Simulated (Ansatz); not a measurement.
Base system: ZrO₂ in the fluorite structure (space group Fm-3m, No. 225; a = 5.0891 Å).

Levels (all Ansatz, a first-principles code, PAW, earlier PAW set): r2SCAN (500 eV, no SOC); HSE06 (420 eV, no spin-orbit coupling); HSE06+SOC (420 eV, spin-orbit coupling included).

One geometry, relaxed with r2SCAN, under each level:

| level | band gap | lowest conduction level above the VBM at special points |
|---|---|---|
| r2SCAN | 3.89 eV | Γ 3.89 eV; X 4.29 eV; L 4.49 eV |
| HSE06 | ? | ? |
| HSE06+SOC | ? | ? |

**Question.** Give the withheld HSE06 and HSE06+SOC results.

**Answer.** 
- HSE06, band gap: 4.98 eV
- HSE06, lowest conduction level above the VBM at special points: Γ 4.98 eV; X 5.38 eV; L 5.66 eV
- HSE06+SOC, band gap: 4.98 eV
- HSE06+SOC, lowest conduction level above the VBM at special points: Γ 4.98 eV; X 5.38 eV; L 5.63 eV

Single points use the geometry relaxed with r2SCAN. The hybrid gap comes from the SCF mesh plus the semilocal run's edge points and a few special points and is an upper bound. The spin-orbit shifts are approximate. No phonon test of stability was made. This is not the structure that ZrO2 has at room temperature and ambient pressure.
